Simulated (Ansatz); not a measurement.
The starting structures come from a database of crystals and need not be the phases stable at ambient conditions.

 Where the default PAW files enter, the runs use the earlier of Ansatz's two default sets.

Here is the system:

```
CELL_PARAMETERS angstrom
      4.01132     0.00000     0.00000
     -2.00566     3.47391     0.00000
      2.00566     1.15797     6.54588
ATOMIC_POSITIONS crystal
  Al 0.00048 0.00024 0.99928
  Ga 0.99973 0.49986 0.50041
  As 0.75031 0.87516 0.37453
  As 0.74945 0.37472 0.87583
```

Space group of this cell: R3m. The cell is taken as given.

The current runs along the normal of the first two printed vectors, the (001) plane. All runs by Ansatz (a first-principles code), plane waves and PAW, without spin-orbit coupling; the base is r2SCAN.

```
run                                                      mean pressure (GPa)  gap (eV)  mid-gap κ (1/Å)
-------------------------------------------------------  -------------------  --------  ---------------
base                                                                     0.0      1.35            0.087
all lengths scaled by 0.98                                               5.2      1.65            0.107
all lengths scaled by 1.02                                              -3.8      0.97            0.065
lda in place of r2scan                                                  -2.0      0.69            0.050
lengths across the current scaled by 0.98, ions clamped                  3.4         ?                ?
lengths across the current scaled by 1.02, ions clamped                 -2.6      1.01            0.071
lengths along the current scaled by 0.97, ions clamped                   2.6      1.33            0.096
lengths along the current scaled by 1.03, ions clamped                  -1.9         ?                ?
pbesol in place of r2scan                                               -0.1         ?                ?
```

Question: Some entries are withheld; supply them.

Answer: 
- lengths across the current scaled by 0.98, ions clamped, gap (eV): 1.57
- lengths across the current scaled by 0.98, ions clamped, mid-gap κ (1/Å): 0.100
- lengths along the current scaled by 1.03, ions clamped, gap (eV): 1.19
- lengths along the current scaled by 1.03, ions clamped, mid-gap κ (1/Å): 0.077
- pbesol in place of r2scan, gap (eV): 0.81
- pbesol in place of r2scan, mid-gap κ (1/Å): 0.058
